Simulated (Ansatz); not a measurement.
The reference is P in the black-P type structure (space group Cmce, No. 64; a = 3.302 Å, b = 10.691 Å, c = 4.467 Å; layered, stacked along the Cartesian y axis). Axes: x, y, z lie along a, b, c of the conventional cell.

All numbers come from r2SCAN+rVV10 (Ansatz, a quantum-chemistry and plane-wave program), spin-orbit coupling left out, earlier PAW set.

Strains are applied to the cell and any free atomic positions relax; under biaxial strain the out-of-plane vector relaxes too.

One change was made to it. Results:

| quantity | base | after |
|---|---|---|
| shortest interatomic distance | 2.213 Å | 2.184 Å |
| pressure (mean of the normal stresses, compression positive) | 0.0 GPa | 3.3 GPa |
| band gap | zero | zero |

Q: Which of these changes matches the shifts?
(A) biaxial strain −0.56 %, plane normal [001], relaxed out of plane
(B) isotropic strain −0.32 %
(C) isotropic strain −1.65 %
(D) biaxial strain −3.48 %, plane normal [001], relaxed out of plane

A: D, biaxial strain −3.48 %, plane normal [001], relaxed out of plane. For comparison, the pressure in the other runs: isotropic strain −1.65 % gives 2.4 GPa; isotropic strain −0.32 % gives 0.4 GPa; biaxial strain −0.56 %, plane normal [001], relaxed out of plane gives 0.5 GPa.

A case with no gap was solved on a k-mesh chosen for an insulator, which is coarse for it. No phonon test of stability was made. Gaps under 0.05 eV, about the width of the smearing, are given as zero. A zero or small gap of P can be the functional's error rather than a property of the material.
